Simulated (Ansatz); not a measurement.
An Ansatz (an electronic-structure program) input (PBEsol (Ansatz, PAW, no spin-orbit coupling)):

Ansatz 0.2 input:
```yaml
crystal:
  lattice:
    - [0, 2.8563708822, 2.8563708822]
    - [2.8563708822, 0, 2.8563708822]
    - [2.8563708822, 2.8563708822, 0]
  atoms:
    - { symbol: Sn, position: [0.5, 0.5, 0.5] }
    - { symbol: As, position: [0, 0, 0] }
basis: { ecutwfc: 420, ecutrho_ratio: 4, xc_grid: 2, fft_grid_basis: typed }
kpoints: { mp_grid: { grid: [14, 14, 14] } }
hamiltonian:
  xc: pbesol
  dispersion: none
  pseudopotentials: { kind: paw }
scf: { occupations: { method: fermi_dirac, width: 0.05 }, convergence: { dr2_threshold: 0.0000000002 } }
output: { forces: true, stress: true }
```

Which symmetry and how many k-points will the program report, and about how many plane waves at Γ?

Space group Fm-3m (ITA 225) with 48 operations, k-points 104 of 2744, and 941 plane waves at Γ.

Whether these cells are dynamically stable was not tested. The final runs are not spin-polarised. An odd electron count without spin: SnAs. The cell is SnAs in the rock salt structure (space group Fm-3m, No. 225).
